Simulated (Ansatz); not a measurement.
Structures of equal composition on the (0001) surface of hcp Ti: a pseudomorphic layer of Ag in the host's stacking; a pseudomorphic layer of Ag in the other hollow. The slabs share one bottom face, and each structure is named by its start. These are constructed structures in small cells; real faces may alloy, dewet or reconstruct in larger ones, and not all known structures of the face are among them. Slabs of about 12 Å with all that they carry, Fermi-Dirac smearing of 0.1 eV. Bottom of the slabs: a bare face, its two planes held. Relaxed from the named starts with such symmetry as they have, on meshes of like density; energies extrapolated to zero smearing; no spin-orbit coupling, no U. Spin-polarised runs, if any, are marked in brackets, and their order is one that fits the cell; the others ran without spin.

Level of theory: PBE (plane waves to 420 eV, PAW; Ansatz, a program for electronic structure).

Q: Put the candidates in order of energy per 1x1 cell, lowest first, for PBE.

A: a pseudomorphic layer of Ag in the host's stacking (0.000 eV), a pseudomorphic layer of Ag in the other hollow (0.024 eV)
